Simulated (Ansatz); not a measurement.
Take Ti in the hcp (Mg type) structure (space group P6_3/mmc, No. 194; a = 2.864 Å, c = 4.537 Å; relaxed with 0.1 eV smearing) as the base.

Level of theory: plane-wave PAW DFT at the LDA level (Ansatz, a quantum-chemistry and plane-wave program, 420 eV), without spin-orbit coupling.

For the base:

The pressure is 0.0 GPa and the band gap is zero.

It is then changed as follows: the cell is scaled by 0.9800 in all directions; the atoms relax in the strained cell.

Estimate the effect on the energy relative to the base.

The energy grows by 24 meV/atom.

Estimate the effect on the pressure.

The pressure (mean of the normal stresses, compression positive) goes from zero to 8.5 GPa.

How does this affect the band gap?

The band gap remains zero.

Stability against distortions was not tested. All final runs are without spin polarisation.
